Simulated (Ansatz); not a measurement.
Gap of a (4,0) GaN nanotube at several levels, all on one geometry.

Levels: PBE (plane waves to 420 eV, PAW; Ansatz, a quantum-chemistry and plane-wave program); PBE with spin-orbit coupling run with Ansatz; r2SCAN (plane waves to 500 eV, PAW; Ansatz); HSE06 (Ansatz). Unmarked values and the geometry are of the first. Mesh 1×1×6. No spin polarisation. Isolated but for its images some 11 Å away. A hypothetical model, rolled from the flat sheet. Symmetry and one short period hold its shape; lower forms weren't sought. HSE06 ran on a 1×1×4 mesh and at PBE's edge points.

```csv
level,gap (eV)
PBE,1.71
PBE+SOC,1.71
r2SCAN,2.11
HSE06,?
```

### Question
What belongs in the gaps?

### Answer

- HSE06, gap (eV): 2.95
